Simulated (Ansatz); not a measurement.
TiC: response to strain

Start from TiC in the rock salt structure (space group Fm-3m, No. 225; a = 4.293 Å; relaxed with 0.1 eV smearing). Axes: x, y, z lie along the cube axes.

Strains are applied to the cell and any free atomic positions relax; under biaxial strain the out-of-plane vector relaxes too.

Method: PBEsol/PAW in Ansatz (a first-principles code), without spin-orbit coupling.

Candidates:
(a) biaxial strain −1.50 %, plane normal [001], relaxed out of plane
(b) biaxial strain +1.50 %, plane normal [001], relaxed out of plane
(c) biaxial strain −0.50 %, plane normal [001], relaxed out of plane
(d) biaxial strain +2.50 %, plane normal [001], relaxed out of plane
(e) biaxial strain −2.00 %, plane normal [001], relaxed out of plane

Notes on the quantities. energy relative to the base: free energy F.

**Question.** Order them by energy relative to the base, highest first.

**Answer.** (d) biaxial strain +2.50 %, plane normal [001], relaxed out of plane (+22 meV/atom), (e) biaxial strain −2.00 %, plane normal [001], relaxed out of plane (+17 meV/atom), (a) biaxial strain −1.50 %, plane normal [001], relaxed out of plane (+9.1 meV/atom), (b) biaxial strain +1.50 %, plane normal [001], relaxed out of plane (+8.2 meV/atom), (c) biaxial strain −0.50 %, plane normal [001], relaxed out of plane (+1.0 meV/atom)

Stability against distortions was not tested. The final runs are not spin-polarised.
